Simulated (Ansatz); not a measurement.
# Ga2O3: energy against volume

Ga2O3 (corundum, R-3c, 9.707 Å³/atom and stress up to 0.01 GPa in the relaxed cell, c along z) under hydrostatic pressure, with the cell free. PBEsol in Ansatz, a plane-wave DFT program (PAW, default set), 420 eV, 8×8×8 Γ-centred mesh, Fermi-Dirac smearing 0.05 eV; ions are relaxed, or left where forces stay under 0.02 eV/Å, within the symmetry of each cell.

Here V stands for volume and E for E less E0.

| volume (Å³/atom) | E less E0 (meV/atom) | pressure (GPa) |
|---|---|---|
| 9.7983 | 0.59 | -2.00 |
| 9.7522 | 0.16 | -1.00 |
| 9.7072 | 0.00 | 0.00 |
| 9.6678 | 0.12 | 0.90 |
| 9.6165 | 0.61 | 2.10 |
| 9.5181 | 2.61 | 4.50 |
| 9.3470 | 9.80 | 8.99 |
| 9.1417 | ? | ? |

Taking the third-order Birch-Murnaghan form, a cubic in V^(-2/3) for E over the 7 complete rows: With u = V^(-2/3) - 0.2210, the rows have u = -0.0026100, -0.0019223, -0.0012457, -0.0006491, 0.0001339, 0.0016554, 0.0043643. Least squares gives E = 0.489 + 769.0·u + 310542·u² + 472569·u³. Residuals (row less fit): 0.001, 0.005, -0.012, -0.001, 0.012, -0.005, 0.001; standard error 0.011 (degrees of freedom: 3). Its minimum lies at u = -0.0012417, so V0 = (0.2197583)^(-3/2) = 9.707. There d²E/du² = 617600 and d³E/du³ = 2835000, so B0 = (4/9) × 9.707^(-7/3) × 617600 × 0.160218 = 219 GPa (the last factor turns the table's units into GPa), and B0' = 4 + (2/3) × 0.2197583 × (2835000)/617600 = 4.7. B0' rests on the cubic coefficient alone and has a standard error of 0.8 from these residuals.

**Question.** Estimate the missing E (V = 9.1417); what did the run itself give?

**Answer.** u = 0.0077259, so E = 0.489 + 769.0 × 0.0077259 + 310542 × 0.0077259² + 472569 × 0.0077259³ = 25.184 meV/atom. The calculation gives 25.08 meV/atom, 0.104 meV/atom below the prediction (0.4 % of the range of E in the table). The row lies outside the fitted rows, so this is an extrapolation. From the scatter of the fitted rows alone, a prediction at this place has a standard error of 0.147 meV/atom, so the miss is 0.7 times that.

Other structures, which can take over under pressure, weren't tried. The same form fitted to the pressure column gives B0' = 4.4; series where the two differ by over 0.4 aren't shown. Ga2O3 is here the metastable α form; monoclinic β is stable. Rows are the converged runs of the series near zero and its far end, less any whose ions stayed unrelaxed beside relaxed ones; series whose fitted rows scatter by over a few per cent of the range, as at a crossing or softening among them, aren't shown in this form.
